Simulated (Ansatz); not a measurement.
Structures of equal composition on the (0001) surface of hcp Ru: a layer of Ni in place of the second plane; a layer of Ni in place of the third plane. The slabs share one bottom face, and each structure is named by its start. These are constructed structures in small cells; real faces may alloy, dewet or reconstruct in larger ones, and not all known structures of the face are among them. Slabs of about 11 Å, Fermi-Dirac smearing of 0.1 eV. Bottom of the slabs: a bare face, its two planes held. Relaxed from the named starts with such symmetry as they have, on meshes of like density; energies extrapolated to zero smearing; spin only where a row says so; no spin-orbit coupling, no U. Brackets mark spin-polarised runs, whose order is one that fits the cell.

Level of theory: PBE (plane waves to 420 eV, PAW; Ansatz, an electronic-structure program).

**Question.** Order them by energy per 1x1 cell (lowest first) at the level PBE.

**Answer.** a layer of Ni in place of the third plane (0.000 eV [spin start, no net moment]), a layer of Ni in place of the second plane (0.237 eV [spin start, no net moment])
